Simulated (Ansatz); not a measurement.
We consider fluorite PbF2 (high-temperature phase), described by PBE (plane waves, PAW; Ansatz, a program for electronic structure).

Numerical settings: plane-wave cutoff 520 eV, 8×8×8 k mesh, perturbation theory, scalar-relativistic PAW data made under PBE.

Cell (measured lattice):

```cif
data_F2Pb
_chemical_formula_sum 'Pb1 F2'
_space_group_name_H-M_alt 'P 1'
_space_group_IT_number 1
_cell_length_a 4.19357
_cell_length_b 4.19357
_cell_length_c 4.19357
_cell_angle_alpha 60.000
_cell_angle_beta 60.000
_cell_angle_gamma 60.000
loop_
_space_group_symop_operation_xyz
  'x, y, z'
loop_
_atom_site_label
_atom_site_type_symbol
_atom_site_fract_x
_atom_site_fract_y
_atom_site_fract_z
_atom_site_occupancy
Pb1 Pb 0.00000 0.00000 0.00000 1
F1 F 0.75000 0.75000 0.75000 1
F2 F 0.25000 0.25000 0.25000 1
```

Q: Predict the electronic dielectric constant ε∞ and dielectric constant ε0 (ions relaxed).

A: 
- electronic dielectric constant ε∞ = 3.33
- dielectric constant ε0 (ions relaxed) = 25.9

Note: the cell isn't this level's own, so it is under some stress, which shifts stiffness and frequencies.

Spin–orbit coupling is not included; it can shift volumes and moduli of such heavy elements.
